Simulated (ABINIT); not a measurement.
Worked example: self-consistent single point of SiO₂ (P4_12_12, 12 atoms in the cell) in ABINIT.

Level of theory: PBE, norm-conserving pseudopotentials (PseudoDojo nc-sr-05 PBE standard) (plane waves; ABINIT).

The change in words: lattice scaled by 1.03. Reference geometry:
```
SiO2
1.0
    4.95421     0.00000     0.00000
    0.00000     4.95421     0.00000
    0.00000     0.00000     6.88054
Si O
4 8
Direct
  0.69866   0.69866   0.50000
  0.80134   0.19866   0.75000
  0.30134   0.30134   0.00000
  0.19866   0.80134   0.25000
  0.89357   0.76139   0.32011
  0.73861   0.39357   0.57011
  0.10643   0.23861   0.82011
  0.26139   0.60643   0.07011
  0.39357   0.73861   0.42989
  0.23861   0.10643   0.17989
  0.60643   0.26139   0.92989
  0.76139   0.89357   0.67989
```

Reference input (self-consistent single point, DFT, PBE, plane waves, norm-conserving pseudopotentials (PseudoDojo nc-sr-05 PBE standard)): pseudos = [Si.upf, O.upf]; ecut = 1143 eV; occopt = 1; ngkpt = 3 3 2; nshiftk = 1; shiftk = 0 0 0; potentials = PseudoDojo nc-sr-05 PBE standard; nband = 34; kptopt = 1; nstep = 60; tolvrs = 1e-11. This run's input differs from it in these lines:

```diff
@@ -5,5 +5,5 @@
 rprim
-         9.3620943947    0.0000000000    0.0000000000
-         0.0000000000    9.3620943947    0.0000000000
-         0.0000000000    0.0000000000   13.0023342998
+         9.6429568297    0.0000000000    0.0000000000
+         0.0000000000    9.6429568297    0.0000000000
+         0.0000000000    0.0000000000   13.3924040075
 natom 12
```

Output (repeated stretches shortened):

```
--- !BeginCycle
solver: {iscf: 7, nstep: 60, nline: 4, wfoptalg: 0, }
tolerances: {tolvrs: 1.00E-11, }
...

     iter   Etot(hartree)      deltaE(h)  residm     vres2
 ETOT  1  -148.83718727190    -1.488E+02 2.084E-01 1.964E+03
 ETOT  2  -149.33027805427    -4.931E-01 9.211E-03 1.317E+03
 ETOT  3  -149.80449648202    -4.742E-01 7.667E-03 4.337E+01
 ETOT  4  -149.80976167045    -5.265E-03 1.616E-03 1.171E+01
 ETOT  5  -149.81124788206    -1.486E-03 4.232E-04 3.251E-01
   [... 5 lines left out ...]
 ETOT 11  -149.81126516750    -9.067E-12 4.114E-04 4.428E-09
 ETOT 12  -149.81126516751    -2.217E-12 2.835E-04 2.777E-10
 ETOT 13  -149.81126516751    -3.695E-13 9.710E-05 1.015E-11
 ETOT 14  -149.81126516751    -7.958E-13 6.339E-05 7.094E-13
 At SCF step   14       vres2   =  7.09E-13 < tolvrs=  1.00E-11 =>converged.

 Cartesian components of stress tensor (hartree/bohr^3)
  sigma(1 1)=  2.06755487E-04  sigma(3 2)=  0.00000000E+00
  sigma(2 2)=  2.06755487E-04  sigma(3 1)=  0.00000000E+00
  sigma(3 3)=  1.96955781E-04  sigma(2 1)=  0.00000000E+00

 ----iterations are completed or convergence reached----

 reduced coordinates (array xred) for   12 atoms
       0.698660000000      0.698660000000      0.500000000000
       0.801340000000      0.198660000000      0.750000000000
       0.301340000000      0.301340000000      0.000000000000
       0.198660000000      0.801340000000      0.250000000000
       0.893570000000      0.761390000000      0.320110000000
       0.738610000000      0.393570000000      0.570110000000
   [... lines left out ...]
 Fermi (or HOMO) energy (hartree) =  -0.03904   Average Vxc (hartree)=  -0.29788
 Fermi (or HOMO) energy (eV) =  -1.06240   Average Vxc (eV)=  -8.10573
   [... lines left out ...]
total_energy        : -1.49811265167507E+02
total_energy_eV     : -4.07657184302528E+03
band_energy         : -1.84087907578456E+01
...

-Cartesian components of stress tensor (GPa)         [Pressure= -5.9868E+00 GPa]
- sigma(1 1)=  6.08295542E+00  sigma(3 2)=  0.00000000E+00
- sigma(2 2)=  6.08295542E+00  sigma(3 1)=  0.00000000E+00
- sigma(3 3)=  5.79463815E+00  sigma(2 1)=  0.00000000E+00

 Calculation completed.
```

The run converged in 14 iterations. Against the reference run the free energy falls by 5.9 meV/atom, the pressure goes from 8.45 to -5.99 GPa, the largest force goes from 0.501 to 0.394 eV/Å and the gap on the mesh goes from 5.889 to 5.312 eV.

The starting cell comes from a database of computed structures (which also holds hypothetical and non-ambient phases and stackings), without a prior relaxation at this level. Its lattice was rescaled by a random factor within 2.5 % of one. For this run, on top of that: lattice scaled by 1.03.

Cost on one core of a shared machine: roughly 2 min.
